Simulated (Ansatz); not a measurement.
Base system: AlN in the zinc blende structure (space group F-43m, No. 216; a = 4.3777 Å).

It is then changed as follows: a fraction x = 0.25 of the Al sites is given to Ga, ordered in a cell of 8 atoms (starting symmetry R3m) and fully relaxed.

The other end (x = 1) is GaN in the zinc blende structure (space group F-43m, No. 216): 11.38 Å³/atom, gap 1.70 eV; this end may not be an ambient phase.

Levels (all Ansatz, an electronic-structure program, PAW): PBEsol (420 eV, no spin-orbit coupling); PBEsol+SOC (420 eV, spin-orbit coupling included).

The geometry is relaxed with PBEsol.

| Property | Result |
|---|---|
| PBEsol smallest direct gap | 3.06 eV |
| PBEsol valence-band top at Γ | 0.00, 0.00, -0.30 eV |
| PBEsol pressure | 0.00 GPa |
| PBEsol band gap | 2.89 eV |

Question: How does going to PBEsol+SOC change the smallest direct gap, valence-band top at Γ, pressure and band gap?

Answer: The smallest direct gap stays essentially unchanged (3.06 eV against 3.05 eV); the valence-band top at Γ (three highest Kramers pairs, from the VBM) changes from 0.00, 0.00, -0.30 eV to 0.00, -0.01, -0.31 eV; the pressure is nearly the same (0.00 GPa against -0.01 GPa); the band gap stays essentially unchanged (2.89 eV against 2.88 eV).

Single points use the geometry relaxed with PBEsol. The spin-orbit shifts are approximate. Each cell is one ordered arrangement of few atoms, which overstates ordering effects compared with a random alloy. Whether these cells are dynamically stable was not tested. This is not the structure that AlN has at room temperature and ambient pressure. This is not the structure that GaN has at room temperature and ambient pressure.
